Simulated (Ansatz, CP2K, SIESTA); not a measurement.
Code comparison for BaIn4 (P1, 5 atoms in the cell)

Self-consistent single point, at a second geometry (atoms moved at random). First geometry:

```xyz
5
Lattice="-2.5732 2.5732 6.1738 2.5732 -2.5732 6.1738 2.5732 2.5732 -6.1738" Properties=species:S:1:pos:R:3 pbc="T T T"
Ba     0.0000     0.0000     0.0000
In     0.0000     2.5732     3.0869
In     2.5732     0.0000     3.0869
In     0.0000     0.0000     7.6283
In     0.0000     0.0000     4.7194
```

Second geometry:
```
BaIn4
1.0
   -2.57318     2.57318     6.17382
    2.57318    -2.57318     6.17382
    2.57318     2.57318    -6.17382
Ba In
1 4
Cartesian
 -0.02913  -0.00337  -0.00947
  0.01002   2.61326   3.10512
  2.60377   0.02266   3.07716
 -0.03283  -0.00872   7.65458
  0.02135  -0.05065   4.69408
```

Shared settings, as Ansatz (a quantum-chemistry and plane-wave program) writes them: kpoints.mp_grid.grid = 5 5 5; scf.occupations.method = gaussian; scf.occupations.width = 0.02 Ry. Potentials and cutoffs stand in the table.

```json
[
 {"code": "Ansatz", "model": "PBEsol, PAW files made with PBE", "ΔF from the first geometry (meV/atom)": "3.2", "pressure (GPa)": "-3.32", "largest force (eV/Å)": "0.271", "cutoff": "default"},
 {"code": "SIESTA", "model": "GGA PBEsol, numerical atomic orbitals DZP, PseudoDojo PBEsol standard norm-conserving potentials (rewritten from UPF to PSML)", "ΔF from the first geometry (meV/atom)": "3.7", "pressure (GPa)": "-1.51", "largest force (eV/Å)": "0.293", "cutoff": "grid 300 Ry"},
 {"code": "CP2K", "model": "PBEsol, GPW, DZVP-MOLOPT-SR-GTH basis, GTH-PBE potentials (GTH_POTENTIALS)", "ΔF from the first geometry (meV/atom)": "3.2", "pressure (GPa)": "-2.81", "largest force (eV/Å)": "0.275", "cutoff": "grid 500 Ry"}
]
```

Size of the force on each atom (eV/Å): Sizes of forces hide their directions.

```json
[
 {"code": "Ansatz", "Ba1": "0.039", "In2": "0.248", "In3": "0.067", "In4": "0.161", "In5": "0.271"},
 {"code": "SIESTA", "Ba1": "0.096", "In2": "0.265", "In3": "0.050", "In4": "0.180", "In5": "0.293"},
 {"code": "CP2K", "Ba1": "0.044", "In2": "0.258", "In3": "0.068", "In4": "0.159", "In5": "0.275"}
]
```

The spread over the programs that give each value: ΔF from the first geometry within 0.5 meV/atom; pressure within 1.81 GPa; largest force within 0.022 eV/Å.

SIESTA and CP2K use small atom-centred bases, whose incompleteness enters pressures, forces and empty levels differently from a plane-wave cutoff. Ansatz's pressure is given at a fixed set of plane waves, as the other plane-wave codes print theirs.

The starting cell comes from a database of computed structures (which also holds hypothetical and non-ambient phases and stackings), without a prior relaxation at this level. Its lattice was rescaled by a random factor within 2.5 % of one. For this run, on top of that: atoms moved at random.

Left out of this page: FLEUR (not drawn, or without a comparable value).

Keys are those of Ansatz 0.2.
